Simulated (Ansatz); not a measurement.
# Ni, pressure series

Base system: Ni in the fcc (Cu type) structure (space group Fm-3m, No. 225; a = 3.518 Å; ferromagnetic).

Cell and atoms are relaxed at each pressure.

All numbers come from PBE in Ansatz (plane waves to 420 eV, PAW, no spin-orbit coupling).

Notes on the quantities. enthalpy: H = E + PV relative to the base's energy.

| case | enthalpy | shortest interatomic distance |
|---|---|---|
| base | – | 2.488 Å |
| pressure −2 GPa | -0.14 eV/atom | 2.496 Å |
| pressure −1 GPa | -0.07 eV/atom | 2.492 Å |
| pressure 1.8 GPa | +0.12 eV/atom | 2.481 Å |
| pressure 4.2 GPa | +0.28 eV/atom | 2.471 Å |
| pressure 9 GPa | +0.60 eV/atom | 2.454 Å |
| pressure 18 GPa | +1.18 eV/atom | 2.426 Å |
| pressure 30 GPa | +1.92 eV/atom | 2.395 Å |
| pressure 45 GPa | +2.81 eV/atom | 2.363 Å |
| pressure 60 GPa | +3.66 eV/atom | [?] |

### Question
Fill in the withheld entries from the trend.

### Answer

- pressure 60 GPa, shortest interatomic distance: 2.335 Å

Other magnetic orders, which the real material may have, were not ruled out. Load acts through the strain it causes; cell and atoms are relaxed under it. Stability against distortions was not tested. No other phases were tried under pressure.

Ansatz is an electronic-structure program.
